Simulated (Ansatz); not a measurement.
## What isotropic strain −0.90 % does to BeS

The parent structure is BeS in the zinc blende structure (space group F-43m, No. 216; a = 4.868 Å).

The change: an isotropic linear strain of −0.90 %, atoms relaxed at fixed cell.

Computed with r2SCAN (Ansatz, a first-principles code; PAW; 500 eV plane waves; spin-orbit coupling left out), earlier PAW set. Γ-centred 12×12×12 mesh, Fermi–Dirac width 0.05 eV.

| quantity | base | changed | shift |
|---|---|---|---|
| volume per atom | 14.42 Å³ | 14.04 Å³ | -0.386 Å³ |
| shortest interatomic distance | 2.108 Å | 2.089 Å | -0.019 Å |
| energy relative to the base (free energy F) | 0 meV/atom | +3.3 meV/atom | +3.3 meV/atom |
| pressure | 0.00 GPa | 2.78 GPa | +2.78 GPa |
| band gap | 3.59 eV | 3.53 eV | -0.06 eV |
| gap character | indirect, Γ → X | indirect, Γ → X | – |
| mean gap deformation potential ΔEg/Δln V | – | +2.3 eV | – |
| width of the top valence band | 3.35 eV | 3.49 eV | +0.133 eV |
| electron mass | 0.79 mₑ along k, 0.29 mₑ across (at X) | 0.78 mₑ along k, 0.28 mₑ across (at X) | – |
| hole mass (degenerate bands, along [100]) | 0.34, 0.57, 0.57 mₑ (at Γ) | 0.34, 0.55, 0.55 mₑ (at Γ) | – |

Final structure:

```xyz
2
Lattice="0.0000 2.4122 2.4122 2.4122 0.0000 2.4122 2.4122 2.4122 0.0000" Properties=species:S:1:pos:R:3 pbc="T T T"
S      3.6184     3.6184     3.6184
Be     0.0000     0.0000     0.0000
```

Effective masses come from finite differences of ±0.01 Å⁻¹. Along k means along the line from Γ to the band edge. No phonon test of stability was made.
